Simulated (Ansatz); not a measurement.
Consider this model of amorphous Si120C72.

```xyz
192
Lattice="13.3663 -0.0685 0.2064 -0.0685 13.7208 0.0897 0.2064 0.0897 13.6549" Properties=species:S:1:pos:R:3 pbc="T T T"
Si     9.4866     5.6131    10.7607
Si     7.2142     3.9146     9.9370
Si     7.2850     1.0304    10.3639
Si     5.1853     2.0416     8.3712
Si     1.3314     9.9018     1.1711
Si    12.5663     9.0053    13.1308
Si    13.2808    11.6528     2.0521
Si     2.3225     4.8240     1.5808
Si     0.8839     5.6731    13.5959
Si     4.0641     5.2154     5.8841
Si     5.6317    10.3664     1.6754
Si    10.8676    11.4271    10.0134
Si     0.9801     0.7412    12.8723
Si     1.5184    12.2600     4.5313
Si     1.0655     5.3208     5.4866
Si     7.0477    13.1270    12.8331
Si     9.0081     4.9869     0.7174
Si     9.3735     7.3690     2.7000
Si    13.0963     2.9083     9.0878
Si    12.4045     0.5888     4.8801
Si     6.4080     6.7776     0.5582
Si     7.3149     6.9000     5.1804
Si    11.0450     1.8047    13.1472
Si     1.4486     2.9387    13.2457
Si    12.9748     8.5671     6.5344
Si     8.7286     6.3909     7.8804
Si     3.0073     0.6892     6.8587
Si     7.9523     8.4445     9.6041
Si     8.8547     2.9698    12.3463
Si     5.2672     6.3216     4.0380
Si     7.7542     2.9812     3.5053
Si     3.0272    12.3097     1.5624
Si     4.3913     5.3371    13.7139
Si    10.2857     9.3089     6.9887
Si     7.9702    10.3273     5.8623
Si    11.3261     2.8828     7.2693
Si    12.3976     6.8666     4.3306
Si    12.2145    11.8906     6.5686
Si     8.1199    10.1479     0.2835
Si     7.5973     0.4908     7.5387
Si     4.4708     1.0599    11.2259
Si     9.3346    13.5354     9.7986
Si     1.5317     8.1150    12.3522
Si    13.1732     4.0490     2.0890
Si     5.0087     2.9086     2.9130
Si     1.3780     7.2270     2.5800
Si     2.9682     9.8348     9.4997
Si     1.1178    13.7017     1.4586
Si     9.8157    13.3893     2.1800
Si     8.0524     8.0733    12.7399
Si     4.4537     4.3291     9.9535
Si     9.2754     2.8849     1.7063
Si    12.0088     6.1441     2.1542
Si    12.1564    13.6382    12.6835
Si     0.8898     6.8691     8.9528
Si     6.7943     8.0748     7.4360
Si     3.7331     6.7873     2.2051
Si     2.5828    11.8224     8.1743
Si     5.4035    13.0082     8.9310
Si     7.4034     8.4757     1.8813
Si     3.6936     7.2240    12.2753
Si     3.3386     3.2546     4.7079
Si    11.4317     7.0636     8.6302
Si     2.2307    10.7625     6.1608
Si     1.9491     4.4386    10.3102
Si     9.9435     8.8027    10.7198
Si     4.3386    11.4109    10.4764
Si    11.5672     3.1634     4.4247
Si     6.0701     8.4313    11.5160
Si     0.8881    10.4524    10.1501
Si    10.5463    10.4183    13.1438
Si     6.0216     8.6296     3.8372
Si     6.0037     4.7925     7.1246
Si     7.0957     5.4889    12.2938
Si     8.0506    11.2883    11.1071
Si     5.1393    11.8386     6.7412
Si    11.2959    12.0750     0.7776
Si     7.7813    12.4958     5.0472
Si    10.4048    13.1174     7.4707
Si     9.8826     2.4215     9.7666
Si    11.1214     5.9928     6.0782
Si     2.5714     2.4578     1.5345
Si    10.6106     9.0491     3.9339
Si    12.9392     8.0215    10.7386
Si     7.6485    11.7423     1.9350
Si    10.0003     4.5802     8.2486
Si    10.6799     1.5867     3.0151
Si     2.2207     7.7095     5.3191
Si     9.5036     1.4851     5.2139
Si     3.3023     8.7959     3.4554
Si    12.1775    13.2676    10.3041
Si     4.6696     0.1863     0.8013
Si     0.3867     9.7449     4.1263
Si     5.9406     3.8570     0.9098
Si     5.9578     2.5975    12.5877
Si    10.3454    11.3055     4.1211
Si     5.6817    10.3852     8.6887
Si     0.4003     2.5823     3.5447
Si     8.6176    10.5617     8.1648
Si     2.3001     0.3207    11.0390
Si     3.1982     3.9991    12.2102
Si     7.1192     5.1748     3.1402
Si    10.8965     6.9846    13.1486
Si     5.4122    10.4898    12.3490
Si     3.1125     0.6645     3.4683
Si     4.7839     8.9308     6.0172
Si     1.9123     2.1386     9.5741
Si     9.6440     4.6971     4.8552
Si     2.7910     3.6453     7.4626
Si     0.7214    13.7024     6.2797
Si     0.8998     2.8400     6.4139
Si    12.4019     4.6311    10.4801
Si     1.0474    12.6845     9.7343
Si    12.3380    10.0256     9.0367
Si     4.5227    11.5558     4.2619
Si     5.1485     6.4972    10.4533
Si     5.4824     0.8577     5.2313
Si     3.8851     7.7190     8.8705
Si     4.4728     8.2104     0.3774
Si     6.8023     3.0059     5.8412
C      7.0829    11.2001    12.7401
C      5.8609    12.7324     5.1144
C      9.8704    10.6080    11.3564
C      1.5270     1.3292     2.6585
C      7.3651    10.3068     9.5734
C     10.2323     7.3894     7.2002
C     11.1835     0.4919     8.9943
C     11.6371     3.5949    11.8477
C      9.6852     9.9357     5.3224
C      4.2456    10.1413     0.3106
C      6.8489     8.8274     5.6088
C      7.3373     2.6036    11.3574
C      7.2125     5.2251     1.2906
C     12.8768     5.3788     6.8542
C      9.0313     1.7178     0.2168
C      8.8986     4.8551    12.5169
C     12.0873     3.3883    13.1491
C     13.0397     6.7800     7.6858
C     13.2343    11.5174     3.9656
C     12.0470    10.0447     7.2282
C      0.4901     6.4942    11.9403
C      3.2998     2.0214     8.1759
C      9.6376     7.4950    11.9914
C      6.2209     2.1845     4.1547
C      7.5372    13.3105     0.8687
C     10.2957     6.3692     1.2646
C      8.0562    13.2247    11.2147
C      8.8225    12.2624     3.3949
C      1.2728     9.2284     5.8210
C      7.1425     6.2906     6.9348
C      1.5553     9.1285     2.8334
C      0.4085     9.4265    11.5569
C      5.1278     8.6859     7.8548
C      8.7706    13.6815     6.2812
C     12.0092    12.1667     4.6870
C      8.1027     6.5330     9.7819
C      2.5551     6.2377     6.5392
C      3.1091    12.5211     3.4897
C      8.5965     6.1311     3.9753
C      0.9199     6.6667     4.2714
C      0.1806     7.0720     1.1202
C      8.5863     3.1530     5.2484
C     13.2606     3.9293    13.8651
C      6.2005     1.5202     6.8511
C      2.8756     4.9582     8.7715
C     12.4438     6.9921    12.2599
C      3.6359     1.3566     5.1603
C      5.5582     0.6287    12.7563
C      5.7917     3.7750     8.7282
C     11.2032     1.7901     5.8199
C      5.5622     0.8600     9.7619
C      8.6417     0.4832     0.9063
C      4.4888     2.9444    11.4112
C     11.5024     8.5186     9.7467
C      2.6530     6.3635     8.1350
C     11.0446     5.5504     9.6025
C      3.9798    12.9892     7.6536
C      9.5910    12.0218     8.7455
C     12.2548     8.6481     4.6989
C      8.9763     3.9896     9.6337
C      8.4983     1.2586     8.9904
C      2.9469    10.7045     0.6871
C      4.0700    10.6380     5.8274
C      0.5969     5.6929    10.5983
C      1.4618     3.5827     4.7380
C      4.7867     9.9848     3.2759
C      4.1615     1.4651     2.0232
C     12.9141     3.8922     7.3831
C     10.5057     2.6002    11.5382
C      0.3970     8.3809     0.3550
C      6.9582     5.7933    10.3988
C     11.4597     1.9423     8.8541
```

Level of theory: PBE, scalar-relativistic without spin-orbit coupling (plane waves to 420 eV, PAW; Ansatz, an electronic-structure program).

It comes from a melt-quench run on a machine-learned potential (CHGNet), relaxed afterwards by DFT. The hot cell started wider than the set density and was brought back towards it in steps. It is the lowest in DFT energy of 4 quenches. It is a model cell: composition and starting density were chosen by hand, and all elements were melted together. No dispersion term was used. Its density started from a set value of 2.81 and ended at 2.81 g/cm³. The quench (nominally 430 K/ps over its main leg) was far faster than any real one, so the model tends to hold more defects than a real film. A cell of this size samples the disorder only roughly. The volume was held where the preparation left it and the shape relaxed, at a PBE pressure of 4.0 GPa. Stress components on the final sampling reach 4.1 GPa. On a 2×2×2 Γ-centred mesh force components of up to 0.22 eV/Å stay, since the relaxation ran on the zone centre alone.

Neighbours within Si-Si 2.64 Å, Si-C 2.26 Å, C-C 1.78 Å count as bonded.

Problem. Give the coordination numbers, mean bond lengths and angles.

Solution. 
```yaml
Mean coordination of Si: 4.40 (5 with 3, 73 with 4, 34 with 5, 5 with 6, 3 with 7)
Mean coordination of C: 3.94 (5 with 3, 66 with 4, 1 with 5)
Mean Si-Si bond: 2.415 Å (spread 0.101 Å, 138 counted)
Mean Si-C bond: 1.913 Å (spread 0.066 Å, 252 counted)
Mean C-C bond: 1.516 Å (spread 0.069 Å, 16 counted)
Bond angle at Si: mean 104.0°, spread 24.9°
Bond angle at C: mean 109.0°, spread 15.1°
```
